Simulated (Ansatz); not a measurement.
**One base run on Mg6ZnW (Amm2, 8 atoms in the cell) and variants with one or two settings moved**

```
Mg6ZnW
1.0
    4.75108     0.00000     0.00000
    0.00000     3.00361     5.18219
    0.00000    -3.00361     5.18219
Mg Zn W
6 1 1
Cartesian
  0.00000  -1.42011   6.12079
  0.00000   1.42011   6.12079
  0.00000   0.00000   3.46554
  2.37554  -1.53983   4.31728
  2.37554   1.53983   4.31728
  2.37554   0.00000   1.72360
  0.00000   0.00000   8.44863
  2.37554   0.00000   6.94351
```

Base run A: LDA (PW92), harder PAW files (source: ansatz) made with PBE (Ansatz, a first-principles code), self-consistent single point.

Its settings: basis.ecutwfc = 760 eV; kpoints.mp_grid.grid = 4 3 3; hamiltonian.xc = lda; hamiltonian.pseudopotentials = {kind: paw, source: ansatz}; scf.occupations.method = fermi_dirac; scf.occupations.width = 0.1 eV.

The starting cell comes from a database of computed structures (which also holds hypothetical and non-ambient phases and stackings), without a prior relaxation at this level. Its lattice was rescaled by a random factor within 2.5 % of one. Spin polarisation is off. Ansatz's pressure includes its estimate of the finite-basis (Pulay) stress. Without a gap this mesh is coarse (it stands for a supercell whose shortest vector is 18 Å).

ΔF is the free energy per atom less that of run A. 

Run A gave: pressure (GPa) -0.53; largest force (eV/Å) 0.142; k-points 12.

Runs:
- B: scf.convergence.dr2_threshold: default (1e-07 eV) → 1e-08 eV
- C: kpoints.mp_grid.grid: 4 3 3 → 8 7 7
- D: kpoints.mp_grid.grid: 4 3 3 → 2 2 2
- E: scf.occupations.width: 0.1 eV → 0.025 eV
- F: scf.mixing.preconditioner: default (the program chose Kerker) → ldos
- G: scf.mixing.algorithm: default (the program chose MSR1) → msr1
- H: scf.mixing.algorithm: default (the program chose MSR1) → broyden; scf.mixing.beta: default → 0.9

Question: What does run C change against A?

Answer: The free energy falls by 21.9 meV/atom, the pressure goes from -0.53 to -0.74 GPa and the largest force goes from 0.142 to 0.092 eV/Å.

Question: What does run E change against A?

Answer: The free energy goes up by 14.4 meV/atom, the pressure stays near -0.58 GPa while the xx stress (positive for compression) goes from 0.35 to 0.90 GPa and the largest force goes from 0.142 to 0.238 eV/Å.

| run | ΔF (meV/atom) | pressure (GPa) | largest force (eV/Å) | k-points |
|---|---|---|---|---|
| A | 0.00 | -0.53 | 0.142 | 12 |
| B | 0.00 | -0.53 | 0.142 | 12 |
| C | -21.9 | -0.74 | 0.092 | 80 |
| D | -15.6 | -0.47 | 0.223 | 6 |
| E | 14.4 | -0.58 | 0.238 | 12 |
| F | 0.00 | -0.53 | 0.142 | 12 |
| G | 0.00 | -0.53 | 0.142 | 12 |
| H | 0.00 | -0.53 | 0.142 | 12 |

Keys are those of Ansatz 0.2.
